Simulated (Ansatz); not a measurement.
SnC under load (space group F-43m), Ansatz (a quantum-chemistry and plane-wave program) with PBE with spin-orbit coupling, rigid bands. Condition of this run: hydrostatic pressure of 2.5 GPa (compression positive) (the target of the relaxation). Band gap 0.89 eV, N_c = 7.58e17 cm⁻³ and N_v = 3.95e19 cm⁻³ at 300 K, conductivity masses of 0.104 mₑ (electrons) and 0.637 mₑ (holes). Take k_BT = 0.02585 eV.

**Question.** A film of it is 8 nm thick. Estimate the confinement energies in an infinite well.

**Answer.** ħ²π²/(2m t²) = 0.376 eV·nm²/(m/mₑ × t²) gives 56.5 meV for electrons and 9.22 meV for holes, so the gap would widen to about 0.96 eV. Finite barriers and nonparabolic bands lower this, and with several valleys or bands the heaviest mass along the normal sets the lowest level, not this average.

**Question.** Find the intrinsic carrier density and the intrinsic Fermi level.

**Answer.** n_i = √(N_c N_v) exp(−E_g/2k_BT) = 5.47e18 × exp(−17.21) = 1.8e11 cm⁻³. The level lies (k_BT/2) ln(N_v/N_c) = 51 meV from mid-gap (positive towards the conduction band). Each 0.1 eV added to the gap lowers n_i by a factor of 6.9.

**Question.** What thermal injection velocity √(2k_BT/πm) limits a ballistic channel?

**Answer.** 1.67e7 cm/s for electrons and 6.74e6 cm/s for holes, a ratio of √(m_h/m_e) = 2.47, for dilute carriers.

Rigid bands with the computed gap; masses take one relaxation time for all states. Geometry: cell and atoms relaxed with PBEsol.

Computed structure with no diffraction record at hand here (it may be known, metastable or hypothetical): SnC under load (space group F-43m).
